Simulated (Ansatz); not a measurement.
Results of LDA (plane waves, PAW; Ansatz, a quantum-chemistry and plane-wave program) for GeS (model structure, started from the 6H type, P6₃mc, No. 186, 12 atoms in the cell).

Numerical settings: plane-wave cutoff 520 eV, 18×18×4 k mesh (along the axes of the cell as run), Fermi–Dirac smearing 0.05 eV, scalar-relativistic PAW data made under PBE.

Cell (relaxed at this level):

```xyz
12
Lattice="4.5003 0.0000 0.0000 -2.2501 3.8973 0.0000 0.0000 0.0000 15.0912" Properties=species:S:1:pos:R:3 pbc="T T T"
Ge     0.0000     0.0000     0.3067
Ge     0.0000     0.0000     7.8523
Ge     2.2501     1.2991    12.7375
Ge     0.0000     2.5982     5.1919
Ge     2.2501     1.2991     2.8299
Ge     0.0000     2.5982    10.3755
S      0.0000     0.0000    12.9644
S      0.0000     0.0000     5.4187
S      2.2501     1.2991    10.3156
S      0.0000     2.5982     2.7700
S      2.2501     1.2991     0.4409
S      0.0000     2.5982     7.9865
```

Problem. Predict the band gap, smallest direct gap on the k points sampled and direct gap at Γ.

Solution. 
band gap: 0.44 eV (indirect)
smallest direct gap on the k points sampled: 1.23 eV
direct gap at Γ: 1.63 eV

Note: the relaxation could raise the start's symmetry but not lower it, so the cell can be a saddle point.

Spin–orbit coupling is not included.

The computed numbers hold no vibrational or temperature effects.

A model structure was made by putting elements into a prototype or built by hand; it is no filed structure, need not be a known phase, and can be a saddle point held by its symmetry.
